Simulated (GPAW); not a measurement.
Band structure of GaSn3 (Fm-3m, 4 atoms in the cell).

```xyz
4
Lattice="0.0000 3.7060 3.7060 3.7060 0.0000 3.7060 3.7060 3.7060 0.0000" Properties=species:S:1:pos:R:3 pbc="T T T"
Ga     0.0000     0.0000     0.0000
Sn     1.8530     1.8530     1.8530
Sn     5.5589     5.5589     5.5589
Sn     3.7060     3.7060     3.7060
```

Method: LDA (Perdew-Wang 92), GPAW PAW datasets LDA (gpaw-data 1.0.1) (plane waves; GPAW).

Settings: mode = pw; ecut = 600 eV; xc = LDA; kpts = 9 9 9; mesh shift (steps) = 0 0 0; occupations.name = fermi-dirac; occupations.width = 0.136 eV; nbands = -8; convergence.forces = 0.001 eV/Å; symmetry.symmorphic = false; symmetry.tolerance = 0.0005; maxiter = 100; bandpath_npoints = 40.

The starting cell comes from a database of computed structures (which also holds hypothetical and non-ambient phases and stackings), without a prior relaxation at this level.

Levels in eV from the Fermi level, bands 20 to 26:
```json
[
 {"point": "Γ", "20": "-1.30", "21": "-1.30", "22": "-1.30", "23": "-1.02", "24": "-1.02", "25": "-1.02", "26": "0.12"},
 {"point": "X", "20": "-4.19", "21": "-4.19", "22": "2.61", "23": "2.83", "24": "2.84", "25": "2.84", "26": "3.18"},
 {"point": "W", "20": "-1.47", "21": "-1.47", "22": "-1.47", "23": "-1.14", "24": "3.35", "25": "3.36", "26": "3.65"},
 {"point": "K", "20": "-3.82", "21": "-1.72", "22": "0.37", "23": "0.44", "24": "1.67", "25": "2.02", "26": "3.11"},
 {"point": "L", "20": "-2.23", "21": "-2.23", "22": "-1.68", "23": "-1.68", "24": "1.27", "25": "1.67", "26": "3.66"},
 {"point": "U", "20": "-3.82", "21": "-1.72", "22": "0.37", "23": "0.44", "24": "1.67", "25": "2.02", "26": "3.11"}
]
```

Bands cross the Fermi level along this path, so the cell is metallic at this level.
